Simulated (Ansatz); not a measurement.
A computed series for GaN: pressure series

Take GaN in the zinc blende structure (space group F-43m, No. 216; a = 4.498 Å) as the base.

Cell and atoms are relaxed at each pressure.

Method: r2SCAN (Ansatz, a first-principles code, PAW, spin-orbit coupling left out).

Notes on the quantities. hole mass: degenerate bands, along [100].

```csv
variant,width of the top valence band,hole mass,volume per atom,band gap
base,3.72 eV,"0.18, 0.86, 0.86 mₑ (at Γ)",11.37 Å³,2.17 eV
pressure −2 GPa,3.67 eV,"0.17, 0.86, 0.86 mₑ (at Γ)",11.49 Å³,2.10 eV
pressure −1 GPa,3.70 eV,"0.18, 0.86, 0.86 mₑ (at Γ)",11.43 Å³,2.13 eV
pressure 0.3 GPa,3.73 eV,"0.18, 0.85, 0.85 mₑ (at Γ)",11.36 Å³,2.18 eV
pressure 0.7 GPa,3.74 eV,"0.18, 0.86, 0.86 mₑ (at Γ)",11.33 Å³,2.19 eV
pressure 1.5 GPa,3.76 eV,"0.18, 0.85, 0.85 mₑ (at Γ)",11.29 Å³,(withheld)
pressure 3 GPa,3.80 eV,"0.18, 0.85, 0.85 mₑ (at Γ)",11.21 Å³,2.27 eV
pressure 5 GPa,3.85 eV,"0.19, 0.84, 0.84 mₑ (at Γ)",11.10 Å³,2.33 eV
pressure 7.5 GPa,3.90 eV,"0.19, 0.84, 0.84 mₑ (at Γ)",10.98 Å³,2.41 eV
pressure 10 GPa,3.96 eV,"0.20, 0.83, 0.83 mₑ (at Γ)",(withheld),2.48 eV
```

Complete the table.


- pressure 1.5 GPa, band gap: 2.22 eV
- pressure 10 GPa, volume per atom: 10.86 Å³

Load acts through the strain it causes; cell and atoms are relaxed under it. Effective masses come from finite differences of ±0.01 Å⁻¹. Whether these cells are dynamically stable was not tested. Tetrahedral semiconductors of this kind turn to denser phases somewhere between about 1 and 50 GPa; those were not computed, so compressed cells here can lie past the real transition. This is not the structure that GaN has at room temperature and ambient pressure.
